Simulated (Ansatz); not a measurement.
For PbSe (model structure, started from the WC type, P-6m2, No. 187, 2 atoms in the cell), PBE-D3(BJ) (PAW; Ansatz, a program for electronic structure) gives:

```
Quantity                     Result
-------------------  --------------
lattice parameter a         4.143 Å
c axis length               3.912 Å
formation enthalpy   -0.440 eV/atom
```

**Question.** What does r²SCAN (Ansatz, plane waves, PAW) give for the same quantities?

**Answer.** 
- lattice constant a: 4.191 Å (increases by 1.2 %)
- lattice parameter c: 3.919 Å (rises by 0.2 %)
- formation enthalpy: -0.544 eV/atom (moves by -0.104 eV/atom)

Changes are worked out from the printed values.

Unless a cell is named, each level is at its own relaxed cell (PBE-D3(BJ) 29.08, r²SCAN 29.80 Å³/atom).

Levels without +SOC leave out spin–orbit coupling, which shifts energies and cells of such heavy elements.

Caveats: a distance lies near a switch of the dispersion term, which can move the cell (PBE-D3(BJ)). Ansatz's density-functional and Hartree–Fock values are scalar-relativistic unless marked +SOC, with PAW data made under PBE.

A model structure was made by putting elements into a prototype or built by hand; it is no filed structure, need not be a known phase, and can be a saddle point held by its symmetry.
